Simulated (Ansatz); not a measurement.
**Effect of pressure −2 GPa on BaTiO3**

Start from BaTiO3 in the cubic perovskite structure (space group Pm-3m, No. 221; a = 3.994 Å).

Perturbation: a negative pressure, −2 GPa.

The values are results of r2SCAN (Ansatz, an electronic-structure program; PAW; 500 eV plane waves; without spin-orbit coupling), not measurements. Settings: 8×8×8 k-points, 0.05 eV Fermi–Dirac smearing.

Density: 6.01 g/cm³ (base 6.08 g/cm³)
Shortest interatomic distance: 2.005 Å (base 1.997 Å)
Enthalpy H = E + PV relative to the base's energy: -0.16 eV/atom
Band gap: 2.14 eV (base 2.17 eV)
Gap character: indirect, R → Γ (base indirect, R → Γ)
Width of the top valence band: 0.95 eV (base 0.96 eV)

Cost of the whole job for the changed cell (relaxation, final SCF and bands): roughly 40 core-seconds.

Load acts through the strain it causes; cell and atoms are relaxed under it. No phonon test of stability was made. All final runs are without spin polarisation. Many cubic perovskites are stable only at high temperature; tilts and polar distortions were not tested. This is not the structure that BaTiO3 has at room temperature and ambient pressure.
